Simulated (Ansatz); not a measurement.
We consider fluorite PbF2 (high-temperature phase), described by r²SCAN-D4 in Ansatz (PAW).

Settings: plane-wave cutoff 500 eV, 12×12×12 k mesh, gaussian smearing 0.02 eV, scalar-relativistic PAW data made under PBE.

Computed at the level's own relaxed cell.

Task: Estimate the equilibrium volume per atom, lattice constant a and band gap that the calculation returns.

Result: 
equilibrium volume per atom: 17.52 Å³/atom
lattice constant a: 5.946 Å
band gap: 4.93 eV (on the SCF k mesh)

Measured, for comparison: equilibrium volume per atom 17.46 Å³/atom, lattice constant a 5.94 Å (temperature not stated, not corrected to a static lattice; as tabulated in Cadelano and Cappellini (2011), arXiv:1107.5962). Computed (rounded) less measured: equilibrium volume per atom +0.3 %, lattice constant a +0.1 %.

Spin–orbit coupling is not included; with these elements it can move the gap by several tenths of an eV or more.

Computed values are for the static lattice.

Computing time: around 70 core-seconds (rough).

Ansatz is a first-principles code.
